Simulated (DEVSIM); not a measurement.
System: abrupt In0.53Ga0.47As p-n junction, at 300 K.

Layer 1 from the left is In0.53Ga0.47As, thickness (μm) 0.660, Na (cm⁻³) 1.3e16, τn (s) 5.7e-9, τp (s) 5.7e-9. Layer 2 from the left is In0.53Ga0.47As, thickness (μm) 2.90, Nd (cm⁻³) 5e16, τn (s) 5.7e-9, τp (s) 5.7e-9.

Left contact: ohmic. Right contact: ohmic. Voltage is applied to the left contact. Recombination: SRH at mid-gap, radiative, Auger. Mobility is μmin + (μ − μmin)/(1 + (N/Nref)^α).

Constants are typed, rounded textbook-type inputs, not results; the design itself was drawn at random and stands for no fabricated device. Values at 300 K.

In0.53Ga0.47As: gap (eV) 0.74, affinity (eV) 4.51, permittivity 13.9, Nc (cm⁻³) 2.1e17, Nv (cm⁻³) 7.7e18, μn (cm²/Vs) 12000, μp (cm²/Vs) 300, μn,min 300, μp,min 10, Nref,n 1.3e17, Nref,p 4.9e17, αn 0.48, αp 0.4, B (cm³/s) 9.6e-11, Cn (cm⁶/s) 5e-29, Cp (cm⁶/s) 5e-29.

Simulated with DEVSIM: 1D drift-diffusion, Boltzmann statistics, complete ionisation; no tunnelling, impact ionisation, image-force lowering or self-heating.

Dark forward current:

```csv
|V| (V),|J| (A/cm²)
0.05,0.0002881
0.10,0.001966
0.15,0.01261
0.20,0.08234
0.25,0.5451
0.30,3.624
0.35,23.97
0.40,153.4
0.45,845.7
0.50,3175
```

Work out the local ideality factor n = ΔV / (kT/q · ln(J2/J1)) between the rows 0.15 and 0.20 V, 0.25 and 0.30 V, 0.45 and 0.50 V.

kT/q = 25.85 mV. From 0.15 to 0.20 V: ln(0.08234/0.01261) = 1.876, n = 1.03, near the 1 of diffusion or emission over a barrier. From 0.25 to 0.30 V: ln(3.624/0.5451) = 1.894, n = 1.02, near the 1 of diffusion or emission over a barrier. From 0.45 to 0.50 V: ln(3175/845.7) = 1.323, n = 1.46.

Estimate the current at 0.25 V from the Shockley equation with J0 = Σ q ni² D/(N L) coth(W/L), τ joining the SRH, radiative and Auger lifetimes that are on, and W taken as the whole layer.

ni² = 5.97e23 cm⁻⁶; electrons in the p layer: μ = 9090 cm²/Vs, D = 235 cm²/s, τ = 5.66e-9 s, L = 11.5 μm, W/L = 0.057, term 2.62e-5 A/cm²; holes in the n layer: μ = 217 cm²/Vs, D = 5.61 cm²/s, τ = 5.54e-9 s, L = 1.76 μm, W/L = 1.6, term 6.56e-8 A/cm². J0 = 2.63e-5 A/cm², and J = J0 exp(qV/kT) = 0.417 A/cm². The simulation gives 0.545 A/cm²; the estimate lies 23 % below. The estimate leaves out recombination in the depletion region and that region's share of W.
